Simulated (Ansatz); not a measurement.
S on the 1x1 (111) surface of fcc Cu, one in a 2x2 cell, energies for each (22.8 Å²). Energies are against ⅛ S8(g), without zero-point or thermal terms; each row is named by its start.

Level of theory: PBE (plane waves to 420 eV, PAW; Ansatz, an electronic-structure program).

Slab: 17 atoms, 6.2 Å thick at the start under the adsorbate (thin: gaps and levels are the slab's own); k 6x6x1, smearing 0.1 eV, dipole-corrected; 8 atoms held, the rest relaxed; each run with such symmetry as its start has; spin-polarised, no spin-orbit, no U, no dispersion correction.

A negative adsorption energy means that the adsorbate is more stable on the surface than in its reference. Heights count from the host atoms within 0.3 Å of the top one.

| starting site | E_ads (eV) | height (Å) | nearest host atom (Å) | bonded to | Δ work function (eV) | lateral drift (Å) | moment (μB) |
|---|---|---|---|---|---|---|---|
| top Cu | [?] | 1.88 | Cu 2.08 | Cu | 1.11 | 0.0 | 0.0 |
| hollow Cu-Cu-Cu over Cu at depth 2.1 Å | [?] | 1.63 | Cu 2.22 | 3 Cu | 0.77 | 0.0 | 0.0 |
| hollow Cu-Cu-Cu over Cu at depth 4.1 Å | -1.29 | 1.62 | Cu 2.21 | 3 Cu | 0.72 | 0.0 | 0.0 |
| bridge Cu-Cu (span 2.6 Å) | -1.29 | 1.63 | Cu 2.21 | 3 Cu | 0.73 | 0.8 | 0.0 |

Task: Complete the blanks.

Result: 
- top Cu, E_ads (eV): -0.05
- hollow Cu-Cu-Cu over Cu at depth 2.1 Å, E_ads (eV): -1.23
